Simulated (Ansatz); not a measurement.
## Pressure series in LaTaO4

The reference is LaTaO₄ (space group Cmc2_1, No. 36; a = 3.9409 Å, b = 14.6625 Å, c = 5.6026 Å).

Cell and atoms are relaxed at each pressure.

Method: Kohn–Sham DFT with the PBEsol functional, run in Ansatz (a program for electronic structure) with PAW and 420 eV plane waves, without spin-orbit coupling.

```tsv
case	volume per atom	band gap
base	13.49 Å³	3.38 eV
pressure −2 GPa	13.73 Å³	3.43 eV
pressure −1 GPa	13.61 Å³	3.41 eV
pressure 0.3 GPa	13.46 Å³	3.38 eV
pressure 0.7 GPa	13.41 Å³	3.36 eV
pressure 1.5 GPa	13.33 Å³	3.34 eV
pressure 3 GPa	13.17 Å³	3.30 eV
pressure 5 GPa	12.99 Å³	3.20 eV
pressure 7.5 GPa	12.77 Å³	3.10 eV
pressure 10 GPa	12.57 Å³	3.01 eV
```

With Ta present, leaving out spin-orbit coupling can change the band edges. Load acts through the strain it causes; cell and atoms are relaxed under it. No phonon test of stability was made. No other phases were tried under pressure.
